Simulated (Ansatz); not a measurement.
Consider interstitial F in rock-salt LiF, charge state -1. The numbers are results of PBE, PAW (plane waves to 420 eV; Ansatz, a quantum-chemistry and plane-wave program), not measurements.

Cell of 64 host sites held at the relaxed PBE lattice; the Γ point alone; Fermi-Dirac width 0.01 eV, spin-restricted; finite-size errors left in. No zero-point or tunnelling terms. The charge state is imposed; whether it is stable for some Fermi level was not computed. Sites that were not tried may lie lower.

Barriers: single points on a 2×2×2 k-point mesh shifted by half a step at the bands' geometries.

The step: several atoms move together, F the farthest; the atom moves 2.00 Å along (0.00, 0.00, -0.49) of the unit cell; the moving atom starts with neighbours 4 F at 2.28; 3 Li at 1.78, Li at 1.79 Å and ends with 4 F at 2.28; 3 Li at 1.78, Li at 1.79 Å.

Q: Predict the migration barrier of this step from PBE, PAW.

A: 0.35 eV, the same both ways. At the saddle the moving atom has neighbours 2 F at 2.18; 2 Li at 1.72, Li at 2.17, Li at 2.19, Li at 2.20, Li at 2.22 Å. The saddle point's order was not checked, and it lies on a symmetry element of the cell, where a band can be held.
